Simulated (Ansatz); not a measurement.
Results of r²SCAN (Ansatz, a first-principles code, hard PAW) for cubic perovskite KNiF₃.

Run with plane-wave cutoff 1050 eV, 8×8×8 k mesh, Fermi–Dirac smearing 0.05 eV, ferromagnetic start, spin-polarised with parallel moments.

Computed at the level's own relaxed cell.

Task: Give the computed equilibrium volume per atom, lattice constant a and band gap.

Result: 
equilibrium volume per atom: 12.87 Å³/atom
lattice constant a: 4.007 Å
band gap: 2.56 eV (on the SCF k mesh)

Note: the magnetic order was assumed, not searched for or taken from measurement.

It cost around 15 core-minutes (rough) of CPU time.
